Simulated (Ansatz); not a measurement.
A working Ansatz (a first-principles code) input for Co2C (P6_3/mmc, 6 atoms in the cell) (DFT, LDA (PW92), plane waves, default PAW files made with PBE):

Ansatz 0.2 input:
```yaml
# Co2C
crystal:
  lattice:
    - [3.48866800, 0.00000000, 0.00000000]
    - [-1.74433300, 3.02127400, 0.00000000]
    - [0.00000000, 0.00000000, 4.27457600]
  atoms:
    - { symbol: C, position: [0.33333300, 0.66666700, 0.25000000] }
    - { symbol: C, position: [0.66666700, 0.33333300, 0.75000000] }
    - { symbol: Co, position: [0.00000000, 0.00000000, 0.00000000], spin: 3.0 }
    - { symbol: Co, position: [0.00000000, 0.00000000, 0.50000000], spin: 3.0 }
    - { symbol: Co, position: [0.33333300, 0.66666700, 0.75000000], spin: 3.0 }
    - { symbol: Co, position: [0.66666700, 0.33333300, 0.25000000], spin: 3.0 }
kpoints:
  mp_grid: { grid: [7, 7, 5] }
hamiltonian:
  xc: lda
  pseudopotentials: { kind: paw }
magnetization:
  spin_polarized: true
scf:
  occupations: { method: methfessel_paxton, width: 0.2 }
output:
  forces: true
  eigenvalues: true
  stress: true
```

The run converged in 20 iterations: free energy E − TS (on the zero of these files) -20732.5964 eV; Fermi level (on the code's own zero) 22.35 eV; pressure 23.09 GPa; size of the cell's spin moment 0.00 μB. Each of these slips is then made, one at a time:

(1)
```diff
+  max_iter: 4
```

(2)
```diff
-  occupations: { method: methfessel_paxton, width: 0.2 }
+  occupations: { method: marzari, width: 0.2 }
```

Problem. How does each altered input end?

Solution. 
(1) An iteration limit that is too low. The run ended unconverged after 4 iterations.
```
did not converge after 4 iterations: magnetization_residual = 4.45e0 (threshold 1.00e-7), under the density mixer `msr1`, which `scf.mixing.algorithm: auto` chose by the deck's other keys (type `scf.mixing.algorithm: msr1` to keep it); raise `scf.max_iter`, which need not help a stalled SCF, or adjust the mixing (`scf.mixing`) or, under a smearing, [...]
```

(2) A value that the program does not know. The program stopped before any SCF iteration.
```
Error: YAML parse error: error: line 22 column 26: unknown occupation method `marzari` (expected fermi_dirac | gaussian | methfessel_paxton | cold | fixed | tetrahedron | tetrahedron_uncorrected | explicit)
  --> <input>:22:26
   |
20 |   spin_polarized: true
21 | scf:
22 |   occupations: { method: marzari, width: 0.2 }
   |                         [...]
```

The starting cell was generated: these elements placed on a structure prototype, without a prior relaxation; it need not be a known phase or ordering of this composition. Its lattice was rescaled by a random factor within 2.5 % of one. The starting moments vanished: the run ended non-magnetic, which need not be the lowest state. The program warned that a starting moment was not kept. In the base run, with a pressure of about 23 GPa the cell is away from its equilibrium volume at this level. Ansatz's pressure includes its estimate of the finite-basis (Pulay) stress.

Left out of this page: 2 runs of the series outside the window shown, repeating another row's setting, or not comparable; 1 run of the series stopped by limits of time or memory.
